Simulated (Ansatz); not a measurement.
Sc: Sc → La

Take Sc (space group P6_222, No. 180; a = 3.1967 Å, c = 8.0344 Å; a cell from a computed database, its experimental status unchecked) as the base.

It is then changed as follows: every Sc is replaced by La; the structure is relaxed again.

Method: Ansatz (a quantum-chemistry and plane-wave program) PBEsol, without spin-orbit coupling. Settings: 15×15×6 k-points, 0.05 eV Fermi–Dirac smearing, for the changed cell.

* **Volume per atom**: 33.19 Å³ (base 23.70 Å³)
* **Density**: 6.95 g/cm³ (base 3.15 g/cm³)
* **Lattice parameter a**: 364.7 pm (base 319.7 pm)
* **c/a ratio**: 2.369 (base 2.513)
* **Space group**: P6_222 (No. 180) (base P6_222 (No. 180))
* **Shortest interatomic distance**: 340.9 pm (base 311.9 pm)
* **Band gap**: zero (base zero)

Final structure:

```xyz
3
Lattice="3.6472 0.0000 0.0000 -1.8236 3.1586 0.0000 0.0000 0.0000 8.6421" Properties=species:S:1:pos:R:3 pbc="T T T"
La     1.8236     0.0000     0.0000
La     0.9118     1.5793     2.8807
La    -0.9118     1.5793     5.7614
```

No phonon test of stability was made. As relaxed here, La is a hypothetical phase, not in the database extracts checked. The base started in P6_122 and relaxed to P6_222 at this level. All final runs are without spin polarisation. Sc has a high density of states at the Fermi level and may be magnetic at this level. This is not the structure that Sc has at room temperature and ambient pressure.
